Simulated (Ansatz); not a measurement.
Consider the following.

End structure of NH3 on the 1x1 (110) surface of bcc Mo, one in a 2x2 cell, started at the site 'bridge Mo-Mo (span 3.2 Å)':

```yaml
crystal:
  lattice:
    - [5.47470, 0.00000, 0.00000]
    - [-1.82490, 5.16159, 0.00000]
    - [0.00000, 0.00000, 26.00000]
  atoms:
    - { symbol: Mo, position: [0.25000, 0.25000, 0.37429] }
    - { symbol: Mo, position: [0.25000, 0.75000, 0.37429] }
    - { symbol: Mo, position: [0.75000, 0.25000, 0.37429] }
    - { symbol: Mo, position: [0.75000, 0.75000, 0.37429] }
    - { symbol: Mo, position: [0.00000, 0.00000, 0.45665] }
    - { symbol: Mo, position: [0.00000, 0.50000, 0.45665] }
    - { symbol: Mo, position: [0.50000, 0.00000, 0.45665] }
    - { symbol: Mo, position: [0.50000, 0.50000, 0.45665] }
    - { symbol: Mo, position: [0.24883, 0.24872, 0.54288] }
    - { symbol: Mo, position: [0.25250, 0.74761, 0.54336] }
    - { symbol: Mo, position: [0.74771, 0.25241, 0.54335] }
    - { symbol: Mo, position: [0.75101, 0.75093, 0.54293] }
    - { symbol: Mo, position: [0.99927, 0.99899, 0.62593] }
    - { symbol: Mo, position: [0.99993, 0.49911, 0.62475] }
    - { symbol: Mo, position: [0.49928, 0.99991, 0.62475] }
    - { symbol: Mo, position: [0.49921, 0.49908, 0.63051] }
    - { symbol: N, position: [0.49678, 0.49944, 0.71943] }
    - { symbol: H, position: [0.67304, 0.50177, 0.73297] }
    - { symbol: H, position: [0.46045, 0.66048, 0.73241] }
    - { symbol: H, position: [0.35525, 0.33682, 0.73237] }
```

Slab: 20 atoms, 6.5 Å thick at the start under the adsorbate (thin: gaps and levels are the slab's own); k 6x6x1, smearing 0.1 eV, dipole-corrected; 8 atoms held, the rest relaxed; no symmetry held; no spin, no spin-orbit, no U, no dispersion correction. At the end it is bonded to Mo. In PBE it is, or lies within 0.03 eV of, the lowest of the starts that converged.

A negative adsorption energy means that the adsorbate is more stable on the surface than in its reference.

Q: Predict the work function of the top face from Ansatz (a program for electronic structure) with PBE.

A: 2.57 eV

Q: Estimate the change of the work function that PBE returns for this input.

A: -2.02 eV

Q: Predict the adsorption energy against NH3(g) from PBE.

A: -0.78 eV

Q: Give the change of the step from the bottom to the top vacuum level, against the clean slab at the level PBE.

A: -2.00 eV
